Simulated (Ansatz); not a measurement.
Band structure of Ge (Fd-3m, 2 atoms in the cell).

```
CELL_PARAMETERS angstrom
      0.00000     2.85445     2.85445
      2.85445     0.00000     2.85445
      2.85445     2.85445     0.00000
ATOMIC_POSITIONS crystal
  Ge 0.50000 0.50000 0.50000
  Ge 0.75000 0.75000 0.75000
```

Level of theory: PBE, PAW files (plane waves; Ansatz, a program for electronic structure).

Settings: basis.ecutwfc = 420 eV; kpoints.mp_grid.grid = 13 13 13; hamiltonian.xc = pbe; hamiltonian.pseudopotentials = {kind: paw} (the program's default PAW files); scf.occupations.method = fermi_dirac; scf.occupations.width = 0.05 eV; kpoints.band_path.npoints = 8.

The starting cell comes from a database of computed structures (which also holds hypothetical and non-ambient phases and stackings), without a prior relaxation at this level. Its lattice was rescaled by a random factor within 2.5 % of one.

Levels in eV from the Fermi level, bands 11 to 17:
```csv
point,11,12,13,14,15,16,17
Γ,-12.59,-0.24,-0.02,-0.02,-0.02,2.52,2.52
X,-8.81,-8.81,-3.00,-3.00,0.76,0.76,9.26
W,-8.72,-8.72,-3.80,-3.80,4.19,4.19,4.68
K,-9.27,-8.23,-4.21,-2.57,1.15,4.01,7.02
L,-10.57,-7.50,-1.39,-1.39,0.08,3.71,3.71
U,-9.27,-8.23,-4.21,-2.57,1.15,4.01,7.02
```

No band crosses the Fermi level by more than 0.03 eV along this path.

Keys are those of Ansatz 0.2.
